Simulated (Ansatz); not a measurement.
An input for Ansatz (PBEsol) and the part of its output that reports the quasi-harmonic study. Lengths are of the primitive cell. The run noted for some of its cells that some bands missed the eigensolver's tolerance.

Ansatz 0.2 input:
```yaml
crystal:
  lattice:
    - [0.0, 2.0086856414, 2.0086856414]
    - [2.0086856414, 0.0, 2.0086856414]
    - [2.0086856414, 2.0086856414, 0.0]
  atoms:
    - { symbol: Al, position: [0.0, 0.0, 0.0] }
kpoints:
  mp_grid: { grid: [21, 21, 21] }
hamiltonian:
  xc: pbesol
  pseudopotentials: { kind: paw }
scf:
  occupations: { method: methfessel_paxton, width: 0.15 }
phonons:
  method: dfpt
  qmesh: [7, 7, 7]
  temperatures: { t_max: 1000, t_step: 25 }
  thermal_expansion: {}
checkpoint:
  write: run
```

```
--- Thermal expansion: 12 cells in 3 rounds, 0 GPa ---
  no lower state was reached at cell 4; its state was not examined: fill_not_monotonic
  without vibrations: a 2.83967, b 2.83967, c 2.83967 Å, V 16.1915 Å³, B 82.26 GPa
  at 0 K: a 2.84860, b 2.84860, c 2.84860 Å, V 16.3448 Å³, B 80.36 GPa
  zero-point expansion: a +0.314, b +0.314, c +0.314, V +0.946 %
      T/K        a/Å        b/Å        c/Å       V/Å³ | expansion of a, b, c, V (1e-6/K)   | that of V in the mean from 25 °C | C_P, C_V (J/mol K of the cell) | B_T, B_S (GPa)
     0.00    2.84860    2.84860    2.84860    16.3448 |    0.00    0.00    0.00    0.00 |   38.81 |     0.000     0.000 |    80.36    80.36
   100.00    2.84974    2.84974    2.84974    16.3644 |   10.98   10.98   10.98   32.93 |   52.38 |    12.803    12.718 |    79.55    80.08
   200.00    2.85411    2.85411    2.85411    16.4399 |   18.28   18.28   18.28   54.85 |   59.26 |    21.236    20.775 |    77.31    79.02
   298.15    2.85967    2.85967    2.85967    16.5361 |   21.04   21.04   21.04   63.12 |       - |    24.033    23.149 |    74.74    77.60
   375.00    2.86446    2.86446    2.86446    16.6193 |   22.46   22.46   22.46   67.38 |   65.49 |    25.217    23.980 |    72.58    76.32
   475.00    2.87113    2.87113    2.87113    16.7358 |   24.08   24.08   24.08   72.24 |   68.28 |    26.323    24.585 |    69.56    74.48
   575.00    2.87829    2.87829    2.87829    16.8612 |   25.73   25.73   25.73   77.19 |   71.02 |    27.262    24.954 |    66.32    72.45
   675.00    2.88597    2.88597    2.88597    16.9965 |   27.58   27.58   27.58   82.73 |   73.88 |    28.187    25.215 |    62.84    70.24
  the static fit leaves 0.001 meV an atom of the energies and, of the stresses, 0.001 GPa of each cell's largest along a strain (root mean squares over the cells), whose Pulay part it has at -0.001 GPa
  vibrations' free energy: its fit leaves 0.0004 meV an atom at the most
  the electrons' free energy at temperature is in it; its fit leaves 0.0021 meV an atom at the most
  free energies summed between the sampled wave vectors
  estimated error of the fitted expansion in any direction: up to 0.055e-6/K, at 1000 K (an estimate, not a bound: it was exceeded on models of known expansion)
  by sums over the sampled wave vectors an expansion of the volume parts by up to 0.59e-6/K
  by a static energy of one degree less an expansion of the volume parts by up to 0.25e-6/K
  eigensolver_not_converged in the phonons of 6 cells: 4, 5, 6, 7, 8, 9
```

Warnings of the run: thermal_expansion_settings.

Cost: roughly 2.3 core-hours.

Whether this phase is the stable one at each condition was not tested.

Ansatz is a quantum-chemistry and plane-wave program.
